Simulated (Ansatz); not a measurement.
Response to strain in InSb

Start from InSb in the zinc blende structure (space group F-43m, No. 216; a = 6.450 Å).

Strains are applied to the cell and any free atomic positions relax.

Level of theory: LDA, PAW, 420 eV (Ansatz, a first-principles code; no SOC).

Candidates:
(a) isotropic strain +2.00 %
(b) isotropic strain −3.00 %
(c) isotropic strain −2.00 %
(d) isotropic strain +2.50 %
(e) isotropic strain +1.00 %

Notes on the quantities. energy relative to the base: free energy F.

Question: Order them by energy relative to the base, highest first.

Answer: (b) isotropic strain −3.00 % (+44 meV/atom), (d) isotropic strain +2.50 % (+25 meV/atom), (c) isotropic strain −2.00 % (+19 meV/atom), (a) isotropic strain +2.00 % (+16 meV/atom), (e) isotropic strain +1.00 % (+4.2 meV/atom)

Stability against distortions was not tested. The final runs are not spin-polarised.
